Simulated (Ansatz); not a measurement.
Take ZrC in the rock salt structure (space group Fm-3m, No. 225; a = 4.6691 Å; relaxed with 0.1 eV smearing) as the base. Axes: x, y, z lie along the cube axes.

Level of theory: Kohn–Sham DFT with the PBEsol functional, run in Ansatz (a program for electronic structure) with PAW and 420 eV plane waves, no SOC.

Strains are applied to the cell and any free atomic positions relax; under biaxial strain the out-of-plane vector relaxes too.

One change was made to it. Results:

```json
[
 {"quantity": "energy relative to the base (free energy F)", "base": "0 meV/atom", "after": "+36 meV/atom"},
 {"quantity": "pressure (mean of the normal stresses, compression positive)", "base": "0.0 GPa", "after": "-9.4 GPa"},
 {"quantity": "shortest interatomic distance", "base": "4.412 bohr", "after": "4.358 bohr"}
]
```

Task: Which change produced these results?
(A) biaxial strain −3.00 %, plane normal [001], relaxed out of plane
(B) biaxial strain +2.50 %, plane normal [001], relaxed out of plane
(C) biaxial strain +3.00 %, plane normal [001], relaxed out of plane

Result: C, biaxial strain +3.00 %, plane normal [001], relaxed out of plane. For comparison, the energy relative to the base in the other runs: biaxial strain −3.00 %, plane normal [001], relaxed out of plane gives +44 meV/atom; biaxial strain +2.50 %, plane normal [001], relaxed out of plane gives +25 meV/atom.

No phonon test of stability was made. The final runs are not spin-polarised.
